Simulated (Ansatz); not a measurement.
The starting structures come from a database of crystals and need not be the phases stable at ambient conditions.

By PBEsol, the system below comes out a metal.

Without scattering a metal conducts by its projected Fermi surface.

```
Pt
1.0
    2.78823     0.00000     0.00000
    0.00000     2.78823     0.00000
    1.39411    -1.39411     2.03072
Pt
1
Direct
  0.00000   0.00000   0.00000
```

The cell is strained (lengths along the current scaled by 1.03, ions clamped); by PBEsol it stands under a pressure of -12.1 GPa.

The current flows along the normal of the first two printed cell vectors, the (001) (indices of the unstrained crystal) plane of the conventional cell. No spin-orbit coupling; the value is a mean over 0.1 eV about the Fermi level.

### Question
State the ballistic conductance per area according to PBEsol (Ansatz, a first-principles code).

### Answer
2.1 × 10¹⁵ S/m² for both spins.
